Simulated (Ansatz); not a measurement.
Structures of equal composition on the (0001) surface of hcp Ru: a layer of Rh in place of the second plane; a layer of Rh in place of the third plane. The slabs share one bottom face, and each structure is named by its start. These are constructed structures in small cells; real faces may alloy, dewet or reconstruct in larger ones, and not all known structures of the face are among them. Slabs of about 11 Å, Fermi-Dirac smearing of 0.1 eV. Bottom of the slabs: a bare face, its two planes held. Relaxed from the named starts with such symmetry as they have, on meshes of like density; energies extrapolated to zero smearing; spin only where a row says so; no spin-orbit coupling, no U. Brackets mark spin-polarised runs, whose order is one that fits the cell.

All values below come from PBE (plane waves to 420 eV, PAW; Ansatz, a program for electronic structure).

**Question.** Order them by energy per 1x1 cell (lowest first) at the level PBE.

**Answer.** a layer of Rh in place of the third plane (0.000 eV), a layer of Rh in place of the second plane (0.162 eV)
